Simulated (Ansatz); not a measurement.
The starting structures come from a database of crystals and need not be the phases stable at ambient conditions.

By PBEsol, the system below comes out a metal.

A figure of merit of an interconnect metal is its ballistic conductance per area.

Data:

```
CoSn
1.0
    4.18759     0.00000     0.00000
    0.00000     5.24604     0.00000
    0.00000    -2.62302     4.54320
Co Sn
3 3
Direct
  0.00000   0.50000   0.00000
  0.00000   0.00000   0.50000
  0.00000   0.50000   0.50000
  0.50000   0.33333   0.66667
  0.50000   0.66667   0.33333
  0.00000   0.00000   0.00000
```

The cell is taken as given; by PBEsol it stands under a pressure of -2.0 GPa.

The current flows along the normal of the first two printed cell vectors, the (100) plane of the conventional cell. No spin-orbit coupling; the value is a mean over 0.1 eV about the Fermi level.

**Question.** Predict the ballistic conductance per area from Ansatz (an electronic-structure program) with PBEsol.

**Answer.** 0.19 × 10¹⁵ S/m² for both spins.
